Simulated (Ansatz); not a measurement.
Here is the system:

```xyz
4
Lattice="4.2475 0.0000 0.0850 -2.1238 3.6785 -0.0425 0.1388 0.0000 6.9410" Properties=species:S:1:pos:R:3 pbc="T T T"
Cd    -0.0154     2.4505     0.0023
Cd     2.1778     1.2280     3.5153
Se     0.0676     2.4545     2.6075
Se     2.2608     1.2240     6.1204
```

No spin polarisation.

Level of theory: Ansatz (a program for electronic structure), LDA, PAW, cutoff 420 eV, scalar-relativistic without spin-orbit coupling. Γ-centred 9×9×5 mesh, Fermi–Dirac width 0.05 eV.

Task: Predict the space group.

Result: Cc (No. 9).

Task: What pressure (mean of the normal stresses, compression positive) does the calculation give?

Result: -0.01 GPa.

The cells carry an imposed strain or load. Stability against distortions was not tested. The cell was made from CdSe in the wurtzite structure (space group P6_3mc, No. 186) by this change: tensor shear ε_xz = +2.00 %.
